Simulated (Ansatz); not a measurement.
Data:

Host crystal: monoclinic HfO2, with a band gap (PBE, scalar-relativistic without spin-orbit coupling).

End structure of a O vacancy (middle of the slab) in a 2x1 cell of the 1x1 (100) surface of monoclinic HfO2 (cut with top plane 2 O):

```
CELL_PARAMETERS angstrom
     10.42402     0.00000     0.00000
      0.00000     5.35246     0.00000
      0.00000     0.00000    28.50000
ATOMIC_POSITIONS crystal
  O  0.09314 0.86339 0.33630
  O  0.59314 0.86339 0.33630
  O  0.15686 0.36339 0.33630
  O  0.65686 0.36339 0.33630
  Hf 0.03568 0.16151 0.37262
  Hf 0.53724 0.15771 0.37301
  Hf 0.21237 0.66127 0.37308
  Hf 0.71269 0.66035 0.37322
  O  0.36965 0.89321 0.39913
  O  0.86924 0.90179 0.39938
  O  0.38039 0.39615 0.40246
  O  0.87981 0.40250 0.39929
  O  0.12027 0.44041 0.42376
  O  0.62073 0.44145 0.42399
  O  0.12629 0.94173 0.42338
  O  0.62911 0.94209 0.42371
  Hf 0.27613 0.17230 0.45099
  Hf 0.77668 0.17676 0.45025
  Hf 0.46834 0.66512 0.45122
  Hf 0.97322 0.67817 0.45023
  O  0.83298 0.50619 0.48725
  O  0.41276 0.99206 0.48766
  O  0.91769 0.00616 0.48718
  O  0.08847 0.68343 0.51172
  O  0.57820 0.66692 0.51271
  O  0.16880 0.18538 0.51211
  O  0.66716 0.17251 0.51254
  Hf 0.02808 0.00740 0.54897
  Hf 0.52632 0.00227 0.54890
  Hf 0.22454 0.50552 0.54884
  Hf 0.72327 0.50335 0.54898
  O  0.37163 0.73824 0.57558
  O  0.87236 0.74232 0.57556
  O  0.37894 0.23928 0.57584
  O  0.87893 0.24241 0.57566
  O  0.12011 0.28220 0.59955
  O  0.61993 0.27882 0.60045
  O  0.13031 0.78369 0.60058
  O  0.63100 0.77895 0.59963
  Hf 0.28681 0.02036 0.62687
  Hf 0.78686 0.02149 0.62648
  Hf 0.46411 0.51877 0.62658
  Hf 0.96408 0.52263 0.62654
  O  0.34329 0.31760 0.66335
  O  0.84468 0.31723 0.66311
  O  0.40830 0.81751 0.66291
  O  0.90564 0.81694 0.66337
```

Set-up: 47 atoms, 9.3 Å thick at the start (thin: gaps and levels are the slab's own); mesh 2x3x1; 0.01 eV smearing; dipole correction on; single point; no symmetry held, on the structure that PBE left; spin-polarised from one start with parallel moments (other orders not tried), no spin-orbit, no U. The starting moment vanished. The program's check for a lower electronic state was not made.

**Question.** Estimate the change of the step from the bottom to the top vacuum level, against the clean slab that HSE06, at the PBE geometry and the start's symmetry run with Ansatz (a quantum-chemistry and plane-wave program) returns for this input.

**Answer.** -0.092 eV

**Question.** Estimate the formation energy against ½ O2(g) at the same level that HSE06, at the PBE geometry and the start's symmetry returns for this input.

**Answer.** 6.58 eV
